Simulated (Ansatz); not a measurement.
# Pt: energy against strain

Pt (fcc, Fm-3m, 15.057 Å³/atom at rest) under an equal strain ε in the (111) plane with the normal axis free, as in a coherent film. PBEsol in Ansatz, a plane-wave DFT program (PAW, default set), 420 eV, 29×29×29 Γ-centred mesh, Fermi-Dirac smearing 0.10 eV; ions are relaxed within the symmetry of each cell.

Here s stands for strain and y for E less E0.

```
strain (%)  E less E0 (meV/atom)
----------  --------------------
-2.50                          ?
-1.25                       5.01
-0.83                       2.07
-0.42                       0.45
0.00                        0.00
0.42                        0.69
0.83                        2.42
1.25                        5.21
```

Taking a parabola for y over the 7 complete rows: Least squares gives y = -0.006 + 0.1321·s + 3.2733·s². Residuals (row less fit): 0.067, -0.069, -0.066, 0.006, 0.063, 0.061, -0.064; standard error 0.080 (degrees of freedom: 4). Twice the quadratic coefficient over the volume, 2 × 3.2733 meV × 10⁴ × 0.1602 / 15.057 Å³, is twice the biaxial elastic modulus of this plane = 697 ± 11 GPa.

Task: What does the fit predict for y at s = -2.50, and how far is the calculated value from it?

Result: y = -0.006 + 0.1321 × (-2.50) + 3.2733 × (-2.50)² = 20.122 meV/atom. The calculation gives 22.53 meV/atom, 2.408 meV/atom above the prediction (10.7 % of the range of y in the table). The row lies outside the fitted rows, so this is an extrapolation. From the scatter of the fitted rows alone, a prediction at this place has a standard error of 0.305 meV/atom, so the miss is 7.9 times that.

One order more, fitted to all 13 runs of the series, follows each within 0.08, so the miss is the next term of a smooth law. In a metal these values are sensitive to mesh and smearing; energies are taken to zero smearing, stresses follow the free energy. Rows are the converged runs of the series near zero and its far end; series whose fitted rows scatter by over a few per cent of the range, as at a crossing or softening among them, aren't shown in this form. Most that stay on the fit to the last digits aren't either.
